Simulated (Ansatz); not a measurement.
The starting structures come from a database of crystals and need not be the phases stable at ambient conditions.

Tunnelling through a barrier is set by its complex band structure: the current falls as exp(−2κd) with the smallest κ.

Here is the system:

```xyz
10
Lattice="5.6805 0.0000 0.0000 0.0000 12.7178 0.0000 0.0000 6.3589 2.8966" Properties=species:S:1:pos:R:3 pbc="T T T"
Sr     4.2604     1.3733     0.0000
Sr     1.4201    11.3445     0.0000
Bi     1.4201     7.3854     0.0000
Bi     4.2604    11.6914     2.8966
Cl     1.4201     3.1080     0.0000
Cl     4.2604     9.6098     0.0000
O      2.8403     6.3589     1.3638
O      2.8403    12.7178     1.5327
O      0.0000    12.7178     1.5327
O      0.0000     6.3589     1.3638
```

Space group of this cell: Cmcm. The cell is taken as given; by PBEsol its mean pressure is -3.5 GPa.

Transport runs along the normal of the first two printed cell vectors.

The gap is the functional's own. No spin-orbit coupling. Mid-gap values are interpolated on the energy grid.

**Question.** Compute, with PBEsol (Ansatz, a first-principles code), the band gap and the smallest decay constant κ at mid-gap.

**Answer.** Gap 3.24 eV on a 6×10×10 mesh; κ = 0.339 1/Å, at the zone centre.
